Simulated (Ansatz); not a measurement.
Structures of equal composition on the (100) surface of rock-salt TiC: a layer of Ru, one atom over each C; a layer of Ru, one atom over each Ti. The slabs share one bottom face, and each structure is named by its start. These are constructed structures in small cells; real faces may alloy, dewet or reconstruct in larger ones, and not all known structures of the face are among them. Slabs of about 13 Å, Fermi-Dirac smearing of 0.1 eV. Bottom of the slabs: a bare face, its two planes held. Relaxed from the named starts with such symmetry as they have, on meshes of like density; energies extrapolated to zero smearing; spin only where a row says so; no spin-orbit coupling, no U. Brackets mark spin-polarised runs, whose order is one that fits the cell.

All values below come from PBE (plane waves to 420 eV, PAW; Ansatz, a program for electronic structure).

Rank these by energy per 1x1 cell (lowest first), as PBE gives it.

a layer of Ru, one atom over each C (0.000 eV), a layer of Ru, one atom over each Ti (2.435 eV)
